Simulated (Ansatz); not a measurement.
## Cl on the 1x1 (111) surface of fcc Ag, one in a 2x2 cell, started at the site 'hollow Ag-Ag-Ag over Ag at depth 2.4 Å'

Computed with r2SCAN, at the PBE geometry (plane waves to 500 eV, PAW; Ansatz, a first-principles code).

Slab: 17 atoms, 7.1 Å thick at the start under the adsorbate (thin: gaps and levels are the slab's own); k 6x6x1, smearing 0.1 eV, dipole-corrected; single point; on the structure that PBE left under its start's symmetry; no spin, no spin-orbit, no U, no dispersion correction. At the end it is bonded to 3 Ag. In PBE it is, or lies within 0.03 eV of, the lowest of the starts that converged; the order may differ at this level.

The adsorption energy against ½ Cl2(g) at the same level is -1.87 eV, the work function of the top face comes out as 5.66 eV and the change of the work function comes out as 1.26 eV. The change of the step from the bottom to the top vacuum level, against the clean slab comes out as 1.24 eV. The height of the binding atom over the mean of the host atoms within 0.3 Å of the top one is 203.0 pm. The nearest host atoms of the binding atom is Ag at 2.65 Å, Ag at 2.65 Å, Ag at 2.65 Å and the cost is around 2.7 core-minutes (rough).

A negative adsorption energy means that the adsorbate is more stable on the surface than in its reference.
